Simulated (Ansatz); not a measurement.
Results of HSE06 (plane waves, PAW; Ansatz, a first-principles code) for Si3N4 (model structure, started from the spinel Si type, Fd-3m, No. 227, 14 atoms in the cell).

From the output:

```
WARN output.stress: scf.exx.energy_threshold = 1e-6 eV is looser than the 1.4e-7 eV advised for a stress under a hybrid functional (1e-8 eV for each atom of …
Crystal: 14 atoms, lattice volume = 116.087 Å³
Basis set: ecut = 460 eV, 2637 PW (Γ), exchange–correlation on 80×80×80 points (8 copies of the dense FFT grid, shifted against one another)
Bands: 46, of which v1, the nominal top of the filled ones, is band 32 counted from 1 (31 counted from 0)
Symmetry: 48 space group operations
Space group: Fd-3m (ITA 227), of the structure as read, at distance tolerance 4.9e-5 Å
k-points: 8 of 64
SCF iter   1: F=—  HF=-6899.807757 eV  |F-HF|=—  |Δ(HF+E_count)|=         —  Δρ=4.02e-3  dr2=3.28e-2
SCF iter   2: F=—  HF=-6899.803779 eV  |F-HF|=—  |Δ(HF+E_count)|=   3.98e-3  Δρ=1.80e-3  dr2=6.23e-3
  ...
Crystal: 14 atoms, lattice volume = 116.087 Å³
Initial density: handed on by an earlier stage of this run
Crystal: 14 atoms, lattice volume = 116.087 Å³
SCF iter   4: F=—  HF=-6903.187218 eV  |F-HF|=—  |Δ(HF+E_count)|=   1.91e-8  Δρ=2.20e-6  dr2=3.27e-9
SCF iter   5: F=-6903.187218 eV  HF=-6903.187218 eV  |F-HF|=2.64e-11  |Δ(HF+E_count)|=   1.21e-9  Δρ=2.21e-7  dr2=5.56e-11
SCF 3 converged in 5 iterations: F = -6903.187218 eV  dr2 = 5.56e-11
Free energy (F): -6903.187218 eV
Internal energy: -6903.187218 eV  (E = F + TS)
E sigma→0 (E₀):  -6903.187218 eV
Fermi energy:    12.699143 eV
--- Forces (eV/Å), atoms counted from 1 ---
  atom   1  Si     0.00000000     0.00000000     0.00000000
  atom   2  Si     0.00000000    -0.00000000    -0.00000000
  atom   3  Si    -0.00000000    -0.00000000     0.00000000
  atom   4  Si     0.00000000    -0.00000000     0.00000000
  atom   5  Si     0.00000000     0.00000000     0.00000000
  atom   6  Si     0.00000000    -0.00000000    -0.00000000
  atom   7  N     -0.03318084    -0.03318084    -0.03318084
  atom   8  N     -0.03318084     0.03318084     0.03318084
  atom   9  N      0.03318084    -0.03318084     0.03318084
  atom  10  N      0.03318084     0.03318084    -0.03318084
  atom  11  N      0.03318084     0.03318084     0.03318084
  atom  12  N      0.03318084    -0.03318084    -0.03318084
  atom  13  N     -0.03318084     0.03318084    -0.03318084
  atom  14  N     -0.03318084    -0.03318084     0.03318084
--- Stress (GPa, compression-positive) ---
       -4.119747      -0.000000       0.000000
        0.000000      -4.119747      -0.000000
       -0.000000       0.000000      -4.119747
  P = ⅓ Tr σ = -4.1197 GPa (-41.197 kbar)
```

**Question.** Write an input file that could have produced this run (the log leaves some choices open).

**Answer.** One answer among several that fit: 
Ansatz 0.2 input:
```yaml
crystal:
  lattice:
    - [0.0, 3.871848754, 3.871848754]
    - [3.871848754, 0.0, 3.871848754]
    - [3.871848754, 3.871848754, 0.0]
  atoms:
    - { symbol: Si, position: [0.625, 0.625, 0.625] }
    - { symbol: Si, position: [0.125, 0.625, 0.625] }
    - { symbol: Si, position: [0.625, 0.125, 0.625] }
    - { symbol: Si, position: [0.625, 0.625, 0.125] }
    - { symbol: Si, position: [0.25, 0.25, 0.25] }
    - { symbol: Si, position: [0.0, 0.0, 0.0] }
    - { symbol: N, position: [0.8675501502, 0.8675501502, 0.8675501502] }
    - { symbol: N, position: [0.3973495493, 0.8675501502, 0.8675501502] }
    - { symbol: N, position: [0.8675501502, 0.3973495493, 0.8675501502] }
    - { symbol: N, position: [0.8675501502, 0.8675501502, 0.3973495493] }
    - { symbol: N, position: [0.3824498498, 0.3824498498, 0.3824498498] }
    - { symbol: N, position: [0.8526504507, 0.3824498498, 0.3824498498] }
    - { symbol: N, position: [0.3824498498, 0.8526504507, 0.3824498498] }
    - { symbol: N, position: [0.3824498498, 0.3824498498, 0.8526504507] }
basis:
  ecutwfc: 460
  ecutrho_ratio: 4
  xc_grid: 2
kpoints:
  mp_grid: { grid: [4, 4, 4] }
  band_path: { path: [[0, 0, 0], [0.0, 0.166667, -0.166667]], npoints: 1 }
hamiltonian:
  xc: hse06
  dispersion: none
  pseudopotentials: { kind: paw }
scf:
  occupations: { method: fermi_dirac, width: 0.01 }
  convergence: { dr2_threshold: 0.0000000014 }
output:
  forces: true
  stress: true
  eigenvalues: true
  write_bands: true
```

The PAW data were made under PBE.

Note: the relaxation could raise the start's symmetry but not lower it, so the cell can be a saddle point. Note: cell and atoms aren't relaxed at this level (largest force component 0.03 eV/Å, pressure -4.1 GPa).

A model structure was made by putting elements into a prototype or built by hand; it is no filed structure, need not be a known phase, and can be a saddle point held by its symmetry.
